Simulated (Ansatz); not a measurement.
The starting structures come from a database of crystals and need not be the phases stable at ambient conditions.

 Where the default PAW files enter, the runs use the earlier of Ansatz's two default sets.

The decay constant κ of evanescent states in the gap governs leakage through a thin film.

Given:

```
CELL_PARAMETERS angstrom
      7.04492     0.00000     0.00000
     -3.52246     6.10108     0.00000
      3.52246     2.03369     5.75215
ATOMIC_POSITIONS crystal
  Ca 0.77192 0.15787 0.61404
  Ca 0.27192 0.13596 0.59213
  Ca 0.77192 0.61404 0.61404
  Ca 0.27192 0.13596 0.13596
  Ca 0.22808 0.61404 0.61404
  Ca 0.72808 0.13596 0.13596
  Ca 0.22808 0.61404 0.15787
  Ca 0.72808 0.59213 0.13596
  H  0.75000 0.87500 0.37500
  H  0.25000 0.87500 0.87500
  H  0.75000 0.87500 0.87500
  H  0.25000 0.37500 0.87500
  N  0.75000 0.37500 0.87500
  N  0.25000 0.37500 0.37500
  N  0.75000 0.37500 0.37500
  N  0.25000 0.87500 0.37500
```

Space group of this cell: Fd-3m. The cell was relaxed by PBE-D3(BJ); by r2SCAN its mean pressure is 1.6 GPa.

Transport runs along the normal of the first two printed cell vectors, the (111) plane of the conventional cell.

The gap is the functional's own. No spin-orbit coupling. Mid-gap values are interpolated on the energy grid.

Task: Compute, with r2SCAN (Ansatz, a quantum-chemistry and plane-wave program), the band gap and the smallest decay constant κ at mid-gap.

Result: Gap 1.89 eV on a 6×6×6 mesh; κ = 0.313 1/Å, at the zone centre.
